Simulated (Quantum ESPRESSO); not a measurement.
Input and output of a self-consistent single point for Os (P6_3/mmc, 2 atoms in the cell) (Quantum ESPRESSO).

Level of theory: PBE, PSlibrary ultrasoft (PBE) pseudopotentials (plane waves; Quantum ESPRESSO 7.5).

```yaml
crystal:
  lattice:
    - [2.71098, 0.00000, 0.00000]
    - [-1.35549, 2.34778, 0.00000]
    - [0.00000, 0.00000, 4.27093]
  atoms:
    - { symbol: Os, position: [0.33333, 0.66667, 0.25000] }
    - { symbol: Os, position: [0.66667, 0.33333, 0.75000] }
```

Reference input (self-consistent single point, DFT, PBE, plane waves, PSlibrary ultrasoft (PBE) pseudopotentials): ecutwfc = 60 Ry; ecutrho = 360 Ry; occupations = smearing; smearing = gaussian; degauss = 0.019992 Ry; potentials = {Os: Os.pbe-spn-rrkjus_psl.1.0.0.UPF}; K_POINTS = automatic 9 9 5 0 0 0; conv_thr = 1e-10 Ry. This run's input differs from it in these lines:

```diff
@@ -18,3 +18,3 @@
   smearing = 'gaussian'
-  degauss = 0.019992
+  degauss = 0.02205
 /
@@ -29,3 +29,3 @@
 K_POINTS automatic
-9 9 5  0 0 0
+11 11 6  0 0 0
```

Output (repeated stretches shortened):

```
     Self-consistent Calculation

     iteration #  1     ecut=    60.00 Ry     beta= 0.70

     Threshold (ethr) on eigenvalues was too large:
     Diagonalizing with lowered threshold

     total energy              =    -398.79455160 Ry
     estimated scf accuracy    <       0.05873950 Ry

     iteration #  2     ecut=    60.00 Ry     beta= 0.70

     total energy              =    -398.80849460 Ry
     estimated scf accuracy    <       0.00484828 Ry

     iteration #  3     ecut=    60.00 Ry     beta= 0.70

     total energy              =    -398.80950753 Ry
     estimated scf accuracy    <       0.00011045 Ry

   [... 2 blocks of this kind left out ...]

     iteration #  6     ecut=    60.00 Ry     beta= 0.70

     total energy              =    -398.80951556 Ry
     estimated scf accuracy    <          1.9E-09 Ry

     iteration #  7     ecut=    60.00 Ry     beta= 0.70
     End of self-consistent calculation

     the Fermi energy is    27.2015 ev

!    total energy              =    -398.80951556 Ry
     estimated scf accuracy    <          5.6E-11 Ry
     smearing contrib. (-TS)   =      -0.00480296 Ry
     internal energy E=F+TS    =    -398.80471260 Ry

     convergence has been achieved in   7 iterations

     Forces acting on atoms (cartesian axes, Ry/au):

     atom    1 type  1   force =     0.00000000   -0.00000000    0.00000000
     atom    2 type  1   force =     0.00000000    0.00000000    0.00000000

     Total force =     0.000000     Total SCF correction =     0.000000

          total   stress  (Ry/bohr**3)                   (kbar)     P=      215.15
   0.00138198  -0.00000000  -0.00000000          203.30       -0.00       -0.00
  -0.00000000   0.00138198  -0.00000000           -0.00      203.30       -0.00
  -0.00000000  -0.00000000   0.00162375           -0.00       -0.00      238.86

   JOB DONE.
```

The run converged in 7 iterations. Against the reference run the free energy goes up by 13.6 meV/atom and the pressure goes from 21.01 to 21.52 GPa.

The starting cell comes from a database of computed structures (which also holds hypothetical and non-ambient phases and stackings), without a prior relaxation at this level. Its lattice was rescaled by a random factor within 2.5 % of one. Spin polarisation is off. With a pressure of about 22 GPa the cell is away from its equilibrium volume at this level.
